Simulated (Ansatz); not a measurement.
# Converging the k-point mesh: a (110) slab of ZnNi (cut from a parent of space group no. 221; 10 atoms in the cell)

```
CELL_PARAMETERS angstrom
      2.88046     0.00000     0.00000
      0.00000     4.07359     0.00000
      0.00000     0.00000    22.14722
ATOMIC_POSITIONS crystal
  Zn 0.50000 0.25000 0.31607
  Ni 0.00000 0.75000 0.31607
  Zn 0.50000 0.75000 0.40803
  Ni 0.00000 0.25000 0.40803
  Zn 0.50000 0.25000 0.50000
  Ni 0.00000 0.75000 0.50000
  Zn 0.50000 0.75000 0.59197
  Ni 0.00000 0.25000 0.59197
  Zn 0.50000 0.25000 0.68393
  Ni 0.00000 0.75000 0.68393
```

Computed with PBEsol, default PAW files made with PBE (plane waves; Ansatz, a program for electronic structure).

Base settings: basis.ecutwfc = 30.9 Ry; kpoints.mp_grid.grid = 5 4 1; hamiltonian.xc = pbesol; hamiltonian.pseudopotentials = {kind: paw} (the program's default PAW files); scf.occupations.method = gaussian; scf.occupations.width = 0.0073 Ry.

Only quantities that move along the ladder and can be compared are tabulated.

The count of work is k-points × plane waves × bands × iterations; it is no time. Core times come from one kind of shared machine, to one figure; runs under 30 s give none.

The starting cell comes from a database of computed structures (which also holds hypothetical and non-ambient phases and stackings), without a prior relaxation at this level. The slab is cut from that crystal, and its faces are unrelaxed. Its lattice was rescaled by up to half a per cent. Spin polarisation is off. Without a gap this mesh is coarse (it stands for a supercell whose shortest in-plane vector is 14 Å).

| kpoints.mp_grid.grid | free energy less the last step's (meV/atom) | largest difference of a force vector from the last step's (eV/Å) | count of work / last | core time / last (rough) |
|---|---|---|---|---|
| 2 2 1 | 226.91 | 0.307 | 0.030 | – |
| 3 2 1 | -46.43 | 0.105 | 0.026 | – |
| 3 3 1 | -5.46 | 0.131 | 0.022 | – |
| 4 3 1 | 6.23 | 0.058 | 0.033 | – |
| 5 3 1 | 7.03 | 0.078 | 0.036 | – |
| 5 4 1 | -10.11 | 0.078 | 0.055 | – |
| 6 5 1 | 1.86 | 0.019 | 0.073 | – |
| 7 5 1 | 0.30 | 0.018 | 0.067 | 0.2 |
| 8 6 1 | 1.24 | 0.018 | 0.12 | 0.2 |
| 10 7 1 | -0.08 | 0.019 | 0.15 | 0.4 |
| 11 8 1 | 0.07 | 0.009 | 0.18 | 0.3 |
| 13 10 1 | 0.22 | 0.007 | 0.25 | 0.7 |
| 16 11 1 | -0.06 | 0.003 | 0.33 | 0.6 |
| 18 13 1 | -0.05 | 0.002 | 0.42 | 0.9 |
| 21 15 1 | -0.01 | 0.001 | 0.53 | 0.9 |
| 25 18 1 | -0.03 | 0.001 | 0.79 | 2 |
| 29 21 1 | 0.00 | 0.000 | 1.0 | 1 |

Coarsest kpoints.mp_grid.grid that holds the free energy within 5 meV/atom of the last step, with all finer ones: 6 5 1, at 0.073 of the last step's count of work; the step before is off by 10 meV/atom.

Coarsest kpoints.mp_grid.grid that holds the forces within 0.01 eV/Å of the last step, with all finer ones: 11 8 1, at 0.18 of the last step's count of work and about 0.3 of the last step's time; the step before is off by 0.019 eV/Å.

Two neighbours can agree and both be off: 4 3 1 and 5 3 1 differ by 0.80 meV/atom in the free energy, yet lie about 7.0 meV/atom from the last step.

Keys are those of Ansatz 0.2.
